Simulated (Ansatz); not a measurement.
```yaml
crystal:
  lattice:
    - [3.19941, 0.00000, 0.00000]
    - [-1.59971, 2.77077, 0.00000]
    - [0.00000, 0.00000, 5.16519]
  atoms:
    - { symbol: Zn, position: [0.33333, 0.66667, 0.99807] }
    - { symbol: Zn, position: [0.66667, 0.33333, 0.49807] }
    - { symbol: O, position: [0.33333, 0.66667, 0.37693] }
    - { symbol: O, position: [0.66667, 0.33333, 0.87693] }
```

These are r2SCAN with spin-orbit coupling, rigid bands (plane waves, PAW; Ansatz, a quantum-chemistry and plane-wave program) values and carry that method's errors. Condition of this run: hydrostatic pressure of 4.4 GPa (compression positive) (the target of the relaxation). How the cell was made: cell and atoms relaxed with PBEsol, then loaded as said.

Predict the electron conductivity mass (n e² τ/σ) at 300 K, by direction if it differs.

0.21 mₑ.

Predict the hole conductivity mass (n e² τ/σ) at 300 K, by direction if it differs.

1.76 (x), 1.76 (y), 2.8 (z) mₑ.

And the band gap?

1.26 eV at this level; semilocal functionals usually fall short of the measured gap.

Rigid bands, one relaxation time for all states, no polarons. Geometry: cell and atoms relaxed with PBEsol.
